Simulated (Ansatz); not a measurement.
We consider BaTaO₃ (model structure, within 0.1 Å of Pm-3m, No. 221, 5 atoms in the cell), described by LDA (plane waves, PAW; Ansatz, a program for electronic structure).

Numerical settings: plane-wave cutoff 520 eV, 14×14×12 k mesh (along the axes of the cell as run), Fermi–Dirac smearing 0.05 eV, scalar-relativistic PAW data made under PBE.

Cell (relaxed at this level):

```xyz
5
Lattice="4.0396 0.0000 0.0000 0.0000 4.0396 0.0000 0.0000 0.0000 4.0347" Properties=species:S:1:pos:R:3 pbc="T T T"
Ta     2.0198     2.0198     2.1708
Ba     0.0000     0.0000     0.1535
O      0.0000     2.0198     2.1708
O      2.0198     0.0000     2.1708
O      2.0198     2.0198     4.1882
```

Problem. Give the computed bulk modulus B0.

Solution. 
- bulk modulus B0 = 211 GPa

The run finds no gap.

Note: the bulk modulus is −V dP/dV from two relaxed cells at ±2 % in volume.

Spin–orbit coupling is not included; it can open a gap where bands touch, and shift volumes and moduli.

It cost around 8 core-minutes (rough) of CPU time.

A model structure was made by putting elements into a prototype or built by hand; it is no filed structure, need not be a known phase, and can be a saddle point held by its symmetry.
